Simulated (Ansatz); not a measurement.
Base system: ZnAu in the CsCl type structure (space group Pm-3m, No. 221; a = 3.187 Å; relaxed with 0.1 eV smearing).

Method: DFT with PBE, PAW potentials and a 420 eV plane-wave cutoff in Ansatz (an electronic-structure program), no spin-orbit coupling.

Base values:

```
Quantity   Result
--------  -------
Pressure  0.0 GPa
```

The change: an isotropic linear strain of −3.00 %; the atoms relax in the strained cell.

Q: What does the calculation give for the energy relative to the base and pressure after the change?

A: The energy grows by 55 meV/atom; the pressure goes from zero to 13.7 GPa.

Whether these cells are dynamically stable was not tested.
